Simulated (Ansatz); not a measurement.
# BaTiO3: strain along the normal

BaTiO3 (cubic perovskite, Pm-3m, 12.513 Å³/atom at rest) under an equal strain ε in the (111) plane with the normal axis free, as in a coherent film. PBEsol in Ansatz, a plane-wave DFT program (PAW, default set), 420 eV, 8×8×8 Γ-centred mesh, Fermi-Dirac smearing 0.05 eV; ions are relaxed within the symmetry of each cell.

Here s stands for strain and y for normal strain.

| strain (%) | normal strain (%) |
|---|---|
| -2.50 | ? |
| -1.00 | 0.57 |
| -0.50 | 0.28 |
| 0.00 | 0.00 |
| 0.50 | -0.27 |
| 1.00 | -0.54 |

Q: Using a straight line, estimate the missing y at s = -2.50 from the other rows, showing the fit.

A: Means: s 0, y 0.008. About the means, the sum of products is -1.3850 and the sum of squares of s is 2.5000; the slope is their ratio. Least squares gives y = 0.008 - 0.5540·s. Residuals (row less fit): 0.008, -0.005, -0.008, -0.001, 0.006; standard error 0.008 (degrees of freedom: 3). The slope, -0.55 ± 0.01, is the elastic response of the normal axis. At the withheld row, y = 0.008 - 0.5540 × (-2.5) = 1.393%. The calculation gives 1.48%, 0.087% above the prediction (4.3 % of the range of y in the table). The row lies outside the fitted rows, so this is an extrapolation. From the scatter of the fitted rows alone, a prediction at this place has a standard error of 0.015%, so the miss is 5.8 times that.

One order more, fitted to all 11 runs of the series, follows each within 0.01, so the miss is the next term of a smooth law. The primitive cell can neither tilt nor turn polar against its symmetry, as such crystals can under strain. BaTiO3 is here the ideal cubic form; the compound distorts at low or room temperature. Rows are the converged runs of the series near zero and its far end; series whose fitted rows scatter by over a few per cent of the range, as at a crossing or softening among them, aren't shown in this form. Most that stay on the fit to the last digits aren't either.
